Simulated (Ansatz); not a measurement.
## fcc Au (1 1 1) on zinc-blende BN (1 1 1) (film strained to the substrate, started from cuts of the bulks and a machine-learned relaxation; slabs B28N28 and Au12, which can lie off the formulas)

A periodic stack without vacuum, fcc Au (1 1 1) on zinc-blende BN (1 1 1) (film strained to the substrate, started from cuts of the bulks and a machine-learned relaxation; slabs B28N28 and Au12, which can lie off the formulas): substrate slab B28N28, film Au12, surface cells [[0, -2], [2, -2]] and [[-2, 1], [-1, -1]], film strained by +0.7 and +0.7 %, outermost planes N/B and Au/Au as cut, which need not be the usual terminations and can put a slab off its formula.

The start was prepared with a machine-learned potential, and the result is one local minimum, with the in-plane cell held and forces under 0.04 eV/Å; the film can end far from its bulk form.

Level of theory: PBE (plane waves to 420 eV, PAW; Ansatz, a first-principles code). Scalar-relativistic, without spin–orbit coupling; the runs are not spin-polarised; PBE gaps are too small against experiment. Its k-point mesh 6×6×1, Fermi–Dirac width 0.05 eV.

* **interface area**: 22.8 Å²
* **period**: 25.33 Å
* **heights between the nearest atoms of the two slabs at the two interfaces**: 1.49 and 2.30 Å
* **Au–B contacts across the interfaces within 1.22 times the sum of covalent radii**: 7, mean 2.23 Å
* **Au–N contacts across the interfaces within 1.22 times the sum of covalent radii**: 2, mean 2.37 Å
* **estimate of the barrier**: withheld, since the two interfaces are unlike
* **slope of the mean potential energy in the substrate**: +3.1 MV/cm × e

```xyz
68
Lattice="5.1253 0.0008 0.1025 2.5634 4.4393 -0.0204 -0.0151 0.1360 25.3326" Properties=species:S:1:pos:R:3 pbc="T T T"
B      5.3120     1.2768     2.6926
B      2.5941     1.3421     2.6373
B      6.4761     3.5736     2.7302
B      4.0643     3.5024     2.5971
B      2.6288    -0.1142     4.7842
B      5.2179    -0.1418     4.7946
B      3.9267     2.0807     4.7221
B      6.4795     2.1012     4.8279
B      2.6059     2.8650     6.8040
B      5.1541     2.8660     6.8588
B      1.3113     0.6465     6.8242
B      3.8856     0.6485     6.8625
B      5.1168     1.4224     8.9778
B      2.5580     1.4211     8.9244
B      6.4010     3.6419     8.9562
B      3.8368     3.6387     8.9183
B      5.0816     4.4128    11.0164
B      2.5083     4.4131    10.9619
B      3.7948     2.1892    11.0457
B      1.2335     2.2056    10.9760
B      2.4888     2.9759    13.0992
B      5.0202     2.9751    13.1574
B      1.1919     0.7587    13.0174
B      3.7448     0.7199    13.2103
B      5.3803     1.5092    15.1559
B      1.9734     1.5036    15.0463
B      6.3400     3.0862    15.2219
B      3.7864     4.3633    15.1326
N      6.1001     3.5337     1.2221
N      4.8729     3.4428     1.0452
N      5.8290     1.1178     1.2305
N      1.9425     1.2208     1.0546
N      3.9644     2.0300     3.0521
N      6.4998     2.0922     3.3021
N      2.6521    -0.1214     3.2561
N      5.2635    -0.1966     3.1732
N      1.3393     0.6230     5.2606
N      3.9217     0.6199     5.2802
N      2.6429     2.8354     5.2260
N      5.1812     2.8423     5.2890
N      6.4336     3.6146     7.3812
N      3.8681     3.6141     7.3484
N      5.1482     1.3973     7.4080
N      2.5903     1.3946     7.3484
N      3.8267     2.1664     9.4672
N      1.2648     2.1746     9.4040
N      5.1113     4.3877     9.4446
N      2.5426     4.3883     9.3929
N      1.2198     0.7289    11.4891
N      3.7835     0.7072    11.5953
N      2.5103     2.9517    11.5184
N      5.0614     2.9482    11.5748
N      6.3066     3.6545    13.7340
N      3.7466     3.7745    13.6475
N      5.0029     1.4931    13.6629
N      2.4700     1.4978    13.5869
Au     2.4458     1.5416    17.1939
Au     7.2857     4.4203    16.7076
Au     4.7149     3.0812    16.6815
Au     3.9412     4.4730    19.2689
Au     1.3811     3.1234    19.2333
Au     4.0934     1.5787    19.4024
Au     3.0652     3.1024    21.6773
Au     0.5546     1.6328    21.6914
Au     5.6349     4.5758    21.7123
Au     2.2470     1.6806    24.0467
Au     2.1893     4.6437    24.0110
Au     4.6829     3.1450    24.0747
```
